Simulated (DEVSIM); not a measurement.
Device: Al/Si3N4/SiO2/p-Si capacitor, at 300 K.

```csv
layer (left to right),material,thickness (nm),Na (cm⁻³)
1,Si3N4,21.0,-
2,SiO2,0.590,-
3,Si,17000,1.1e15
```

Metal gate on the left, work function 4.1 eV. Fixed charge at the semiconductor interface 1.6e12 cm⁻² (in units of +e); no interface traps.

Constants are typed, rounded textbook-type inputs, not results; the design itself was drawn at random and stands for no fabricated device. Values at 300 K.

| parameter | Si3N4 | SiO2 | Si |
|---|---|---|---|
| gap (eV) | 5.1 | 9 | 1.124 |
| affinity (eV) | 2.1 | 0.9 | 4.05 |
| permittivity | 7.5 | 3.9 | 11.7 |
| Nc (cm⁻³) | - | - | 2.86e19 |
| Nv (cm⁻³) | - | - | 3.1e19 |

DEVSIM, 1D Poisson equation in equilibrium, Boltzmann statistics, complete ionisation; no quantum confinement or tunnelling. Metal contacts follow the ideal Schottky-Mott rule: no Fermi-level pinning, no interface dipoles.

The Si3N4 thickness was swept, all else fixed.

```json
[
 {"Si3N4 thickness (μm)": "0.0084", "minimum of the low-frequency capacitance (μF/cm²)": "0.0143", "threshold voltage (band bending 2φF) (V)": "-0.56", "capacitance of the dielectric stack (μF/cm²)": "0.696", "flat-band voltage (V)": "-1.18"},
 {"Si3N4 thickness (μm)": "0.012", "minimum of the low-frequency capacitance (μF/cm²)": "0.0139", "threshold voltage (band bending 2φF) (V)": "-0.69", "capacitance of the dielectric stack (μF/cm²)": "0.506", "flat-band voltage (V)": "-1.32"},
 {"Si3N4 thickness (μm)": "0.015", "minimum of the low-frequency capacitance (μF/cm²)": "0.0137", "threshold voltage (band bending 2φF) (V)": "-0.80", "capacitance of the dielectric stack (μF/cm²)": "0.412", "flat-band voltage (V)": "-1.43"},
 {"Si3N4 thickness (μm)": "0.018", "minimum of the low-frequency capacitance (μF/cm²)": "0.0136", "threshold voltage (band bending 2φF) (V)": "-0.91", "capacitance of the dielectric stack (μF/cm²)": "0.347", "flat-band voltage (V)": "-1.55"},
 {"Si3N4 thickness (μm)": "0.021", "minimum of the low-frequency capacitance (μF/cm²)": "0.0136", "threshold voltage (band bending 2φF) (V)": "-1.02", "capacitance of the dielectric stack (μF/cm²)": "0.300", "flat-band voltage (V)": "-1.66"},
 {"Si3N4 thickness (μm)": "0.025", "minimum of the low-frequency capacitance (μF/cm²)": "0.0137", "threshold voltage (band bending 2φF) (V)": "…", "capacitance of the dielectric stack (μF/cm²)": "0.254", "flat-band voltage (V)": "-1.82"}
]
```

What belongs in the gaps?


- 0.025, threshold voltage (band bending 2φF) (V): -1.16
